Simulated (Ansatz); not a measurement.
## Ge well of 9 atomic layers along [001] in random Si0.3Ge0.7, interfaces one step of a layer

Prepared with Tersoff's 1989 multicomponent potential (SiCGe.tersoff) in LAMMPS: minimisation. Geometry as solved with PBE, support functions at accuracy medium on the grid of 370 eV (Ansatz, a program for electronic structure).

```xyz
648
Lattice="17.02 0.00 0.00 0.00 17.02 0.00 0.00 0.00 51.44" Properties=species:S:1:pos:R:3 pbc="T T T"
Si    -0.06     0.02    -0.01
Ge     1.40     1.43     1.37
Si     2.82     2.85    -0.02
Ge     4.26     4.26     1.36
Ge     2.82     0.00     2.83
Ge     4.22     1.46     4.28
Ge     0.01     2.86     2.86
Si     1.43     4.22     4.29
Ge     0.01     0.05     5.72
Si     1.42     1.48     7.11
Si     2.78     2.84     5.69
Ge     4.22     4.23     7.08
Ge     2.83     0.07     8.53
Si     4.25     1.42     9.96
Si     0.04     2.84     8.51
Si     1.41     4.20     9.91
Ge     0.02     0.06    11.42
Si     1.45     1.45    12.81
Ge     2.86     2.84    11.37
Si     4.27     4.26    12.78
Ge     2.85     0.05    14.21
Si     4.25     1.45    15.61
Ge     0.03     2.84    14.21
Si     1.40     4.26    15.64
Ge     0.00    -0.01    17.08
Ge     1.43     1.43    18.50
Ge     2.83     2.85    17.01
Ge     4.26     4.25    18.49
Ge     2.84    -0.01    19.94
Ge     4.26     1.41    21.40
Ge     0.00     2.85    19.95
Ge     1.42     4.26    21.41
Ge     0.00     0.01    22.86
Ge     1.42     1.42    24.32
Ge     2.84     2.83    22.86
Ge     4.25     4.25    24.33
Ge     2.84     0.00    25.78
Ge     4.25     1.42    27.25
Ge     0.00     2.83    25.78
Ge     1.41     4.25    27.24
Ge     0.00     0.00    28.69
Ge     1.40     1.43    30.15
Ge     2.83     2.85    28.70
Ge     4.25     4.27    30.15
Ge     2.82    -0.01    31.58
Ge     4.24     1.42    33.04
Ge    -0.03     2.84    31.62
Ge     1.41     4.27    33.05
Ge     0.00     0.04    34.44
Ge     1.41     1.44    35.96
Ge     2.84     2.86    34.50
Si     4.24     4.28    35.89
Si     2.85     0.01    37.34
Si     4.21     1.41    38.68
Si    -0.03     2.89    37.34
Si     1.37     4.27    38.70
Ge     0.01     0.05    40.12
Si     1.42     1.43    41.54
Ge     2.79     2.83    40.08
Ge     4.22     4.25    41.53
Ge     2.80     0.01    42.97
Si     4.22     1.42    44.39
Ge     0.05     2.85    42.96
Si     1.46     4.23    44.38
Si     0.02    -0.02    45.72
Ge     1.41     1.42    47.11
Si     2.84     2.84    45.72
Ge     4.25     4.27    47.11
Ge     2.82     0.01    48.59
Ge     4.23     1.46    50.03
Ge    -0.04     2.79    48.62
Ge     1.42     4.23    50.01
Ge    -0.03     5.67    -0.03
Ge     1.40     7.07     1.42
Ge     2.82     8.51    -0.04
Ge     4.26     9.93     1.39
Ge     2.82     5.63     2.86
Ge     4.26     7.09     4.24
Ge    -0.05     8.48     2.85
Ge     1.39     9.94     4.25
Ge    -0.02     5.65     5.63
Ge     1.41     7.08     7.08
Ge     2.85     8.54     5.68
Ge     4.25     9.99     7.13
Ge     2.80     5.65     8.55
Ge     4.25     7.07    10.01
Ge    -0.01     8.51     8.52
Ge     1.47     9.92     9.95
Ge     0.03     5.63    11.30
Ge     1.44     7.10    12.74
Si     2.87     8.53    11.40
Si     4.20     9.93    12.80
Ge     2.82     5.62    14.20
Ge     4.26     7.06    15.63
Ge    -0.01     8.51    14.18
Ge     1.45     9.95    15.59
Si     0.04     5.63    17.04
Ge     1.39     7.06    18.48
Ge     2.83     8.50    17.06
Ge     4.25     9.92    18.52
Ge     2.84     5.67    19.94
Ge     4.26     7.09    21.41
Ge     0.00     8.49    19.96
Ge     1.42     9.92    21.41
Ge     0.00     5.67    22.87
Ge     1.42     7.09    24.32
Ge     2.84     8.51    22.87
Ge     4.26     9.93    24.33
Ge     2.83     5.67    25.78
Ge     4.25     7.09    27.24
Ge     0.00     8.51    25.78
Ge     1.42     9.93    27.24
Ge     0.00     5.67    28.70
Ge     1.42     7.09    30.15
Ge     2.84     8.51    28.70
Ge     4.27     9.92    30.16
Ge     2.85     5.71    31.62
Si     4.22     7.11    33.06
Ge    -0.01     8.49    31.61
Ge     1.45     9.89    33.06
Ge    -0.02     5.69    34.51
Si     1.45     7.11    35.85
Si     2.86     8.46    34.46
Ge     4.29     9.90    35.85
Ge     2.80     5.67    37.28
Ge     4.22     7.15    38.71
Ge     0.06     8.51    37.29
Si     1.46     9.91    38.72
Si     0.04     5.67    40.09
Ge     1.41     7.12    41.51
Si     2.83     8.56    40.12
Si     4.19     9.94    41.52
Ge     2.83     5.69    43.00
Si     4.24     7.11    44.41
Si     0.05     8.52    42.96
Si     1.47     9.90    44.30
Ge     0.05     5.64    45.78
Ge     1.44     7.17    47.19
Si     2.86     8.54    45.73
Si     4.25     9.90    47.13
Ge     2.85     5.68    48.59
Ge     4.31     7.08    50.03
Si     0.02     8.55    48.61
Si     1.41     9.90    49.99
Ge     0.05    11.32     0.00
Si     1.41    12.76     1.43
Ge     2.80    14.17     0.03
Ge     4.27    15.59     1.43
Ge     2.83    11.37     2.83
Ge     4.29    12.75     4.30
Ge    -0.04    14.18     2.80
Ge     1.40    15.59     4.27
Ge     0.00    11.41     5.68
Si     1.44    12.74     7.13
Ge     2.82    14.16     5.72
Ge     4.25    15.62     7.12
Si     2.81    11.38     8.51
Ge     4.22    12.77     9.93
Ge     0.04    14.15     8.52
Ge     1.43    15.61     9.98
Ge    -0.02    11.31    11.38
Ge     1.46    12.76    12.77
Si     2.84    14.19    11.35
Ge     4.23    15.60    12.75
Si     2.86    11.34    14.18
Ge     4.22    12.76    15.63
Ge     0.02    14.20    14.21
Ge     1.46    15.60    15.66
Ge     0.01    11.36    17.07
Ge     1.45    12.80    18.49
Si     2.85    14.18    17.06
Ge     4.24    15.59    18.47
Ge     2.83    11.36    19.96
Ge     4.25    12.77    21.42
Ge     0.00    14.18    19.96
Ge     1.42    15.61    21.41
Ge     0.00    11.34    22.87
Ge     1.42    12.76    24.32
Ge     2.83    14.19    22.87
Ge     4.26    15.60    24.32
Ge     2.83    11.35    25.78
Ge     4.25    12.76    27.24
Ge     0.00    14.18    25.78
Ge     1.42    15.60    27.24
Ge     0.00    11.34    28.70
Ge     1.42    12.76    30.16
Ge     2.83    14.18    28.70
Ge     4.26    15.60    30.14
Ge     2.85    11.33    31.60
Ge     4.29    12.73    33.06
Ge    -0.03    14.15    31.61
Ge     1.41    15.59    33.04
Ge     0.00    11.37    34.45
Si     1.41    12.74    35.87
Ge     2.82    14.14    34.49
Ge     4.25    15.59    35.93
Ge     2.81    11.33    37.28
Ge     4.24    12.78    38.71
Ge     0.04    14.18    37.27
Ge     1.47    15.60    38.74
Ge     0.09    11.35    40.14
Si     1.45    12.78    41.57
Si     2.82    14.15    40.16
Ge     4.21    15.57    41.52
Si     2.81    11.32    42.91
Ge     4.25    12.70    44.34
Si     0.04    14.17    42.95
Si     1.37    15.60    44.33
Ge     0.03    11.32    45.69
Ge     1.43    12.75    47.17
Ge     2.81    14.20    45.71
Ge     4.27    15.62    47.14
Ge     2.85    11.27    48.58
Ge     4.24    12.75    50.03
Ge    -0.01    14.17    48.60
Ge     1.37    15.64    50.05
Ge     5.69     0.04     0.01
Si     7.11     1.43     1.41
Ge     8.55     2.86     0.02
Si     9.95     4.31     1.41
Ge     8.47    -0.01     2.83
Ge     9.94     1.42     4.22
Ge     5.69     2.82     2.80
Ge     7.13     4.28     4.19
Ge     5.69    -0.02     5.65
Ge     7.10     1.42     7.10
Ge     8.53     2.86     5.67
Ge     9.95     4.28     7.11
Ge     8.52     0.02     8.56
Si     9.91     1.45     9.97
Ge     5.64     2.81     8.54
Ge     7.08     4.23    10.01
Ge     5.68    -0.01    11.31
Ge     7.13     1.42    12.78
Si     8.54     2.81    11.36
Ge     9.95     4.20    12.78
Si     8.52     0.02    14.21
Ge     9.93     1.42    15.63
Ge     5.67     2.86    14.21
Si     7.11     4.21    15.65
Ge     5.64     0.05    17.03
Ge     7.11     1.45    18.47
Si     8.50     2.84    17.02
Ge     9.88     4.22    18.48
Ge     8.52     0.02    19.93
Ge     9.92     1.42    21.42
Ge     5.68     2.84    19.95
Ge     7.08     4.26    21.41
Ge     5.68     0.00    22.87
Ge     7.09     1.42    24.33
Ge     8.51     2.84    22.87
Ge     9.93     4.26    24.32
Ge     8.51     0.00    25.78
Ge     9.93     1.42    27.24
Ge     5.67     2.84    25.79
Ge     7.09     4.26    27.25
Ge     5.68     0.00    28.70
Ge     7.10     1.42    30.15
Ge     8.51     2.84    28.69
Ge     9.93     4.25    30.15
Ge     8.55     0.02    31.61
Si     9.94     1.42    33.03
Ge     5.67     2.84    31.59
Ge     7.08     4.28    33.03
Ge     5.66    -0.02    34.45
Ge     7.09     1.41    35.87
Ge     8.54     2.83    34.43
Ge     9.98     4.24    35.87
Ge     8.54    -0.03    37.28
Ge     9.98     1.44    38.68
Ge     5.61     2.83    37.28
Ge     7.07     4.25    38.70
Ge     5.63    -0.01    40.08
Ge     7.09     1.38    41.55
Ge     8.51     2.83    40.12
Ge     9.97     4.22    41.55
Si     8.50    -0.01    42.95
Ge     9.94     1.42    44.30
Ge     5.63     2.81    42.97
Ge     7.05     4.32    44.36
Si     5.63     0.04    45.74
Ge     7.07     1.40    47.16
Ge     8.50     2.86    45.75
Ge     9.90     4.29    47.22
Ge     8.54     0.03    48.63
Si     9.93     1.44    50.04
Ge     5.68     2.88    48.59
Ge     7.11     4.31    50.04
Si     5.71     5.71     0.03
Si     7.14     7.06     1.39
Si     8.49     8.46    -0.01
Ge     9.89     9.89     1.38
Si     8.53     5.68     2.76
Ge     9.94     7.03     4.23
Ge     5.72     8.48     2.79
Ge     7.08     9.96     4.27
Ge     5.68     5.66     5.66
Ge     7.08     7.09     7.11
Ge     8.52     8.50     5.66
Ge     9.95     9.97     7.07
Ge     8.50     5.67     8.56
Ge     9.93     7.11     9.98
Ge     5.66     8.51     8.54
Ge     7.11     9.91     9.97
Si     5.65     5.63    11.40
Ge     7.07     7.07    12.75
Si     8.50     8.49    11.37
Ge     9.90     9.89    12.76
Ge     8.48     5.63    14.23
Ge     9.89     7.10    15.66
Ge     5.64     8.53    14.18
Ge     7.10     9.91    15.66
Ge     5.73     5.64    17.05
Ge     7.12     7.11    18.49
Si     8.50     8.51    17.07
Ge     9.90     9.90    18.49
Ge     8.51     5.67    19.95
Ge     9.93     7.08    21.41
Ge     5.68     8.50    19.96
Ge     7.09     9.93    21.42
Ge     5.67     5.67    22.87
Ge     7.09     7.09    24.33
Ge     8.51     8.50    22.87
Ge     9.93     9.93    24.32
Ge     8.51     5.67    25.78
Ge     9.93     7.09    27.25
Ge     5.68     8.51    25.78
Ge     7.10     9.93    27.24
Ge     5.67     5.69    28.71
Ge     7.08     7.12    30.18
Ge     8.51     8.51    28.71
Ge     9.94     9.92    30.17
Ge     8.52     5.69    31.60
Ge     9.94     7.12    33.04
Ge     5.66     8.52    31.67
Si     7.07     9.96    33.06
Ge     5.61     5.70    34.47
Ge     7.05     7.13    35.90
Ge     8.49     8.57    34.46
Si     9.93     9.93    35.88
Ge     8.51     5.67    37.27
Ge     9.90     7.12    38.71
Si     5.68     8.54    37.32
Si     7.07     9.89    38.70
Ge     5.65     5.70    40.12
Ge     7.10     7.14    41.52
Si     8.47     8.54    40.08
Ge     9.90     9.88    41.52
Ge     8.55     5.71    42.95
Si     9.96     7.12    44.35
Ge     5.59     8.52    42.95
Ge     7.04     9.94    44.39
Si     5.66     5.74    45.77
Si     7.09     7.04    47.18
Ge     8.50     8.45    45.77
Ge     9.93     9.88    47.25
Si     8.49     5.71    48.60
Ge     9.94     7.08    50.02
Ge     5.69     8.51    48.53
Ge     7.14     9.91    50.01
Ge     5.72    11.37     0.01
Si     7.12    12.77     1.43
Ge     8.52    14.15     0.01
Ge     9.95    15.58     1.44
Ge     8.53    11.38     2.84
Si     9.96    12.77     4.26
Ge     5.73    14.17     2.85
Si     7.10    15.59     4.25
Si     5.70    11.36     5.72
Si     7.08    12.75     7.07
Ge     8.50    14.16     5.65
Ge     9.93    15.60     7.10
Ge     8.50    11.40     8.51
Si     9.91    12.80     9.92
Ge     5.72    14.18     8.51
Si     7.10    15.61     9.92
Ge     5.62    11.31    11.38
Ge     7.07    12.76    12.78
Ge     8.50    14.20    11.33
Ge     9.91    15.64    12.80
Ge     8.51    11.34    14.21
Ge     9.94    12.78    15.64
Ge     5.66    14.20    14.21
Ge     7.10    15.65    15.61
Ge     5.66    11.35    17.08
Ge     7.09    12.78    18.52
Ge     8.51    14.21    17.07
Ge     9.97    15.64    18.48
Ge     8.51    11.34    19.95
Ge     9.93    12.77    21.41
Ge     5.66    14.20    19.96
Ge     7.10    15.62    21.39
Ge     5.67    11.35    22.87
Ge     7.09    12.77    24.32
Ge     8.51    14.19    22.86
Ge     9.93    15.60    24.32
Ge     8.52    11.35    25.78
Ge     9.94    12.77    27.24
Ge     5.67    14.18    25.78
Ge     7.09    15.60    27.23
Ge     5.67    11.34    28.69
Ge     7.09    12.75    30.13
Ge     8.51    14.18    28.69
Ge     9.93    15.61    30.14
Ge     8.47    11.32    31.61
Ge     9.92    12.74    33.04
Ge     5.68    14.17    31.59
Ge     7.11    15.59    33.03
Si     5.71    11.34    34.46
Si     7.03    12.74    35.88
Ge     8.50    14.16    34.51
Si     9.92    15.61    35.86
Ge     8.46    11.31    37.27
Ge     9.88    12.77    38.72
Si     5.67    14.13    37.28
Ge     7.08    15.53    38.69
Ge     5.68    11.31    40.13
Si     7.10    12.76    41.50
Si     8.47    14.15    40.14
Ge     9.86    15.60    41.53
Ge     8.47    11.36    42.92
Ge     9.91    12.77    44.36
Ge     5.69    14.15    42.92
Ge     7.06    15.65    44.37
Si     5.63    11.31    45.80
Ge     7.08    12.69    47.20
Ge     8.48    14.19    45.80
Ge     9.97    15.60    47.22
Si     8.53    11.32    48.60
Ge     9.95    12.74    49.96
Ge     5.67    14.18    48.59
Ge     7.10    15.60    50.03
Ge    11.34     0.04     0.00
Si    12.79     1.45     1.37
Si    14.19     2.80     0.00
Ge    15.56     4.24     1.41
Ge    14.17     0.02     2.78
Ge    15.57     1.45     4.28
Ge    11.37     2.86     2.78
Ge    12.76     4.26     4.30
Ge    11.36     0.00     5.66
Ge    12.78     1.44     7.10
Si    14.18     2.85     5.70
Ge    15.59     4.23     7.13
Ge    14.18    -0.01     8.55
Ge    15.62     1.47     9.94
Ge    11.36     2.85     8.58
Si    12.81     4.24     9.96
Ge    11.34     0.03    11.34
Ge    12.79     1.45    12.79
Si    14.18     2.86    11.34
Ge    15.60     4.24    12.75
Si    14.15     0.00    14.23
Ge    15.59     1.39    15.61
Si    11.34     2.81    14.20
Ge    12.73     4.23    15.60
Si    11.36     0.01    17.03
Ge    12.74     1.39    18.48
Ge    14.18     2.83    17.05
Ge    15.63     4.27    18.47
Ge    14.17     0.00    19.96
Ge    15.60     1.43    21.40
Ge    11.33     2.82    19.94
Ge    12.76     4.24    21.39
Ge    11.34     0.00    22.87
Ge    12.76     1.42    24.33
Ge    14.18     2.83    22.86
Ge    15.60     4.25    24.32
Ge    14.18     0.00    25.79
Ge    15.60     1.42    27.24
Ge    11.35     2.84    25.78
Ge    12.76     4.26    27.24
Ge    11.36     0.00    28.69
Ge    12.77     1.42    30.15
Ge    14.18     2.85    28.70
Ge    15.58     4.28    30.17
Ge    14.21     0.04    31.62
Si    15.61     1.44    33.04
Ge    11.34     2.82    31.62
Ge    12.81     4.28    33.01
Ge    11.33     0.03    34.48
Si    12.76     1.45    35.88
Ge    14.22     2.84    34.48
Si    15.61     4.25    35.92
Ge    14.20     0.07    37.28
Si    15.63     1.45    38.69
Si    11.39     2.83    37.25
Ge    12.79     4.26    38.63
Ge    11.37     0.03    40.17
Si    12.80     1.42    41.57
Ge    14.20     2.81    40.10
Ge    15.65     4.27    41.50
Si    14.19     0.04    42.93
Ge    15.59     1.41    44.38
Si    11.40     2.81    42.93
Ge    12.78     4.21    44.37
Ge    11.39     0.03    45.79
Si    12.78     1.47    47.19
Si    14.17     2.81    45.80
Ge    15.56     4.24    47.19
Ge    14.18     0.06    48.59
Si    15.57     1.41    50.07
Ge    11.35     2.83    48.63
Ge    12.77     4.25    50.10
Si    11.34     5.67     0.04
Si    12.75     7.09     1.35
Si    14.13     8.49    -0.03
Ge    15.55     9.89     1.38
Ge    14.15     5.72     2.82
Si    15.59     7.08     4.24
Ge    11.37     8.48     2.79
Ge    12.74     9.93     4.27
Si    11.34     5.66     5.68
Ge    12.76     7.01     7.10
Ge    14.19     8.47     5.68
Ge    15.58     9.96     7.11
Si    14.16     5.61     8.54
Ge    15.56     7.05     9.91
Ge    11.36     8.51     8.51
Ge    12.79     9.96     9.93
Ge    11.41     5.66    11.37
Si    12.77     7.09    12.79
Ge    14.18     8.50    11.40
Si    15.61     9.91    12.78
Ge    14.17     5.68    14.19
Ge    15.64     7.05    15.65
Ge    11.35     8.47    14.19
Ge    12.78     9.91    15.62
Ge    11.33     5.66    17.07
Ge    12.76     7.08    18.52
Ge    14.20     8.49    17.08
Ge    15.62     9.93    18.52
Ge    14.20     5.67    19.95
Ge    15.60     7.09    21.42
Ge    11.34     8.50    19.96
Ge    12.76     9.93    21.40
Ge    11.36     5.67    22.86
Ge    12.76     7.09    24.32
Ge    14.18     8.51    22.87
Ge    15.60     9.93    24.33
Ge    14.19     5.68    25.78
Ge    15.61     7.09    27.24
Ge    11.34     8.51    25.79
Ge    12.76     9.92    27.25
Ge    11.35     5.67    28.71
Ge    12.79     7.07    30.17
Ge    14.19     8.50    28.71
Ge    15.60     9.93    30.17
Si    14.19     5.67    31.58
Ge    15.54     7.08    33.04
Ge    11.40     8.53    31.62
Si    12.79     9.89    33.07
Ge    11.40     5.71    34.47
Si    12.83     7.10    35.88
Si    14.15     8.49    34.45
Ge    15.59     9.89    35.85
Si    14.21     5.67    37.23
Ge    15.62     7.04    38.68
Ge    11.38     8.52    37.26
Si    12.77     9.91    38.70
Ge    11.35     5.68    40.10
Ge    12.74     7.11    41.56
Ge    14.19     8.52    40.10
Ge    15.66     9.91    41.55
Ge    14.21     5.67    42.94
Ge    15.66     7.09    44.36
Si    11.31     8.49    42.96
Ge    12.75     9.90    44.35
Ge    11.34     5.72    45.78
Si    12.72     7.11    47.22
Ge    14.17     8.47    45.81
Ge    15.63     9.92    47.19
Ge    14.14     5.70    48.60
Ge    15.59     7.15    50.00
Si    11.38     8.49    48.63
Si    12.76     9.85    50.02
Ge    11.37    11.29    -0.05
Ge    12.73    12.78     1.44
Ge    14.19    14.23     0.03
Si    15.62    15.65     1.39
Ge    14.20    11.36     2.86
Si    15.61    12.78     4.24
Si    11.31    14.15     2.86
Ge    12.75    15.57     4.21
Si    11.33    11.37     5.64
Ge    12.76    12.72     7.08
Ge    14.21    14.16     5.64
Ge    15.61    15.59     7.11
Si    14.17    11.34     8.51
Ge    15.57    12.74     9.92
Ge    11.36    14.18     8.55
Si    12.74    15.63     9.94
Ge    11.29    11.38    11.33
Ge    12.75    12.79    12.77
Ge    14.16    14.23    11.33
Ge    15.57    15.64    12.82
Ge    14.20    11.33    14.17
Ge    15.59    12.78    15.63
Ge    11.37    14.24    14.24
Si    12.76    15.68    15.64
Ge    11.35    11.33    17.07
Ge    12.76    12.77    18.50
Ge    14.14    14.23    17.04
Ge    15.59    15.60    18.52
Ge    14.19    11.36    19.96
Ge    15.61    12.76    21.42
Ge    11.35    14.19    19.96
Ge    12.76    15.60    21.42
Ge    11.35    11.35    22.87
Ge    12.77    12.76    24.33
Ge    14.19    14.18    22.87
Ge    15.60    15.61    24.33
Ge    14.18    11.34    25.80
Ge    15.60    12.77    27.25
Ge    11.35    14.18    25.78
Ge    12.77    15.59    27.24
Ge    11.34    11.35    28.71
Ge    12.77    12.75    30.18
Ge    14.18    14.18    28.71
Ge    15.60    15.61    30.16
Ge    14.18    11.32    31.66
Si    15.61    12.75    33.02
Ge    11.33    14.18    31.59
Ge    12.77    15.62    33.03
Ge    11.35    11.28    34.46
Ge    12.76    12.75    35.88
Ge    14.20    14.15    34.43
Ge    15.60    15.61    35.86
Ge    14.18    11.31    37.31
Ge    15.65    12.75    38.71
Ge    11.32    14.22    37.27
Ge    12.78    15.63    38.71
Ge    11.35    11.30    40.09
Ge    12.77    12.75    41.52
Ge    14.21    14.19    40.12
Ge    15.63    15.62    41.58
Ge    14.23    11.36    42.96
Si    15.67    12.78    44.32
Ge    11.34    14.19    42.94
Ge    12.81    15.63    44.32
Ge    11.33    11.33    45.79
Ge    12.77    12.78    47.20
Ge    14.24    14.17    45.73
Ge    15.64    15.65    47.16
Ge    14.16    11.30    48.64
Ge    15.59    12.75    50.06
Si    11.36    14.18    48.60
Ge    12.75    15.60    49.99
```
